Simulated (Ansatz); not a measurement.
Consider this model of amorphous Si15Al24O66.

```xyz
105
Lattice="10.9807 0.0000 0.0000 0.0000 10.9807 0.0000 0.0000 0.0000 10.9807" Properties=species:S:1:pos:R:3 pbc="T T T"
Si     9.2583     8.9110     9.9065
Si     5.8521     2.6128     4.9576
Si     4.6348     5.2644     2.1439
Si     0.0087     8.7322     2.8319
Si     8.3911    10.5878     7.5876
Si     5.9296     8.9800     3.1007
Si     9.3967     6.8821     4.6285
Si     8.9617     5.8890    10.3838
Si     3.2703     3.8370     4.5838
Si     3.5062     8.7202     9.4833
Si     1.4489    10.5958     4.7530
Si     5.5232    10.0575     8.0140
Si     0.1376     1.9965     0.8530
Si     4.8718     6.0112     8.5162
Si     8.9817     2.9531    10.0271
Al     8.4599    10.2238     1.8828
Al    10.3843     1.8172     6.3777
Al     2.3459     4.2290     0.2097
Al     6.8011     8.5713     5.6263
Al     1.1557     2.5840     8.4065
Al    10.3468     4.6691     7.7738
Al     4.1901    10.3321     0.9146
Al     2.1377     5.5883     8.9089
Al     6.9746     4.6754     7.0020
Al     2.2258     1.5827     2.4773
Al     2.6892     0.3446     7.5578
Al    10.0578     1.2565     3.7875
Al     8.5264     3.9653     4.7702
Al     6.1266     3.8479     9.9854
Al     3.9178     6.9140     4.0970
Al     7.2266     0.3670    10.5603
Al     7.3944     0.1906     4.8792
Al     1.4098     6.1015     5.8307
Al     7.0361     2.2813     2.1031
Al     0.7760    10.5361     9.6308
Al     2.4527     7.3558     1.0474
Al     4.2552     3.1255     8.0382
Al     7.9690     5.1555     2.2898
Al     4.6927     1.9164     0.2782
O      6.5808     1.4322     5.7648
O      2.8355     2.8563     3.4357
O      0.1787     0.7145     5.1173
O      6.0691     3.5503     8.0769
O      7.9816    10.0369     6.1150
O      8.1495     7.4918     5.4534
O     10.1880     3.0914     8.9808
O      7.9984     4.3855    10.0150
O      3.6914     4.9076     8.0771
O      2.2905    10.4729     6.0984
O      7.6027     0.7682     1.3552
O      3.2591     8.7737     0.1582
O      2.8092     2.1846     7.6948
O      2.0886     4.5521     5.3273
O      6.2209     5.4540     2.0380
O      0.1661     1.5763     2.4531
O     10.6969     6.3707     5.4226
O      4.6280     9.4775     2.3182
O      3.5426     7.1821     8.8124
O      4.2658     5.0461     3.8232
O      6.9757    10.7573     8.5207
O      4.4610     2.8654     9.8198
O      2.2536     0.1602     3.4714
O      3.4044     0.9903     1.1665
O      1.1563     7.9736     1.9624
O      5.7083     8.9065     6.9197
O      8.7179     5.5207     3.9133
O      6.1425     2.9196     0.6721
O      9.0101     5.6780     0.9986
O      5.8052     2.1962     3.3911
O      0.5380     0.7643    10.8942
O      4.4601     0.2363     7.7488
O      1.0092     5.7824     7.5837
O      6.7780     3.9799     5.2949
O      9.7223     2.7519     0.5132
O     10.8593     9.1042    10.1123
O      9.5288     2.5372     4.9345
O      2.3915     9.8103     8.9673
O      8.5881     0.3210     3.6042
O      7.2745     8.9352     2.2284
O      5.4267     0.2714    10.9314
O      2.6712     7.1605     5.2084
O      5.5340     7.6788     4.1075
O      3.7357     6.7214     2.1853
O      2.1601     6.0220    10.8152
O      4.3890     3.0830     5.6041
O      9.8105     7.7049     3.2995
O     10.1124     5.6375     9.3037
O      9.2319     0.9393     7.3498
O      1.7544     3.8965     9.5331
O      8.1251     3.4496     2.8437
O      8.7606     4.5938     6.7486
O      0.6442     9.2645     4.2589
O      1.4823     2.9458     1.0470
O      8.3843     9.9759    10.8417
O      9.1160     9.3542     8.3309
O      3.8339     4.2490     1.1801
O      5.5014     5.5592     9.9355
O      5.0345     9.2019     9.3536
O      5.9865     6.1433     7.3381
O      0.9449     0.7518     8.2937
O      0.3098     3.2172     6.9369
O      7.8420     1.8497     9.8031
O     10.1865     9.8844     2.0165
O      6.2631     9.9303     4.3997
O      8.5286     7.4584    10.1389
```

Computed with PBE, scalar-relativistic without spin-orbit coupling (plane waves to 420 eV, PAW; Ansatz, a program for electronic structure).

Preparation: random packing, a CHGNet melt and quench, and a DFT relaxation. O atoms were pushed apart under 1.9 Å during the dynamics, to hinder bonds among them. The hot cell started wider than the set density and was brought back towards it in steps. It is the lowest in DFT energy of 2 quenches. It is a model cell: composition and starting density were chosen by hand, and all elements were melted together. No dispersion term was used. Its density started from a set value of 2.74 and ended at 2.66 g/cm³. The quench (nominally 280 K/ps over its main leg) was far faster than any real one, so the model tends to hold more defects than a real film. Values belong to this one cell and scatter from quench to quench. The volume was free in the relaxation, at fixed shape. Stress components on the final sampling reach 1.1 GPa.

Bonds are counted up to Si-Si 2.60 Å, Si-Al 2.55 Å, Si-O 1.98 Å, Al-Al 2.66 Å, Al-O 2.28 Å, O-O 1.58 Å. Two cations that share two anions don't count as bonded, nor two that share one unless they lie closer than Si-Si 2.38 Å, Si-Al 2.48 Å, Al-Al 2.59 Å.

Give the coordination numbers, mean bond lengths and angles.


Mean coordination of Si by anions: 4.00 (15 with 4)
Mean coordination of Al by anions: 4.42 (14 with 4, 10 with 5)
Mean coordination of O: 2.52 (32 with 2, 34 with 3)
Mean Al-O bond: 1.845 Å (spread 0.106 Å, 106 counted)
Mean Si-O bond: 1.646 Å (spread 0.051 Å, 60 counted)
Bond angle at Si: mean 109.2°, spread 7.9°
Bond angle at Al: mean 107.3°, spread 21.1°
Bond angle at O: mean 122.3°, spread 19.1°

List the pairs of like atoms that count as bonded by the rules above.

There are none by these rules.
